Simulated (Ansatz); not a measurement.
The starting structures come from a database of crystals and need not be the phases stable at ambient conditions.

Inside the gap of an insulator the Bloch states are evanescent, with a wavenumber k + iκ along the transport direction.

Consider the following.

```
MgSr3Ta2O9
1.0
    9.06530     0.00000     0.00000
    3.65102     8.29757     0.00000
    1.80476    -4.73760     2.64941
Sr Mg Ta O
3 1 2 9
Direct
  0.00000   0.00000   0.00000
  0.33333   0.99295   0.32628
  0.66667   0.00705   0.67372
  0.00000   0.50000   0.50000
  0.33333   0.48561   0.81894
  0.66667   0.51439   0.18106
  0.50000   0.50000   0.50000
  0.00000   0.00000   0.50000
  0.50000   0.50000   0.00000
  0.16850   0.50445   0.16744
  0.83149   0.49555   0.83256
  0.66299   0.00996   0.17847
  0.33701   0.99004   0.82154
  0.16850   0.50445   0.67295
  0.83149   0.49555   0.32705
```

Space group of this cell: P-3m1. The cell is taken as given; by PBEsol its mean pressure is -6.5 GPa.

Transport runs along the normal of the first two printed cell vectors, the (111) plane of the conventional cell.

No gap correction and no spin-orbit coupling; mid-gap values are interpolated between computed energies.

Q: Compute, with Ansatz (a program for electronic structure) with PBEsol, the band gap and the smallest decay constant κ at mid-gap.

A: Gap 3.24 eV on a 12×12×12 mesh; κ = 0.311 1/Å, at the zone centre.
